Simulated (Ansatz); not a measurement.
Consider BaTiO$_{3}$ in the cubic perovskite structure (space group Pm-3m, No. 221; a = 3.994 Å). Axes: x, y, z lie along the cube axes.

Level of theory: r2SCAN (Ansatz, a quantum-chemistry and plane-wave program; PAW; 500 eV plane waves; no SOC), earlier PAW set.

Before the change:

| Quantity | Result |
|---|---|
| Band gap | 2.18 eV |

One thing is altered: biaxial strain +2.83 %, plane normal [110], relaxed out of plane (Cartesian); in-plane vectors clamped, the third vector and the atoms free.

### Question
What happens to the out-of-plane strain?

### Answer
The out-of-plane strain is -1.50 %.

### Question
What happens to the band gap?

### Answer
The band gap shrinks by 0.25 eV (2.18 eV → 1.93 eV).

### Question
Predict the new in-plane stress.

### Answer
The mean in-plane stress (compression positive) comes out as -9.8 GPa.

Stability against distortions was not tested. All final runs are without spin polarisation. Many cubic perovskites are stable only at high temperature; tilts and polar distortions were not tested. This is not the structure that BaTiO3 has at room temperature and ambient pressure.
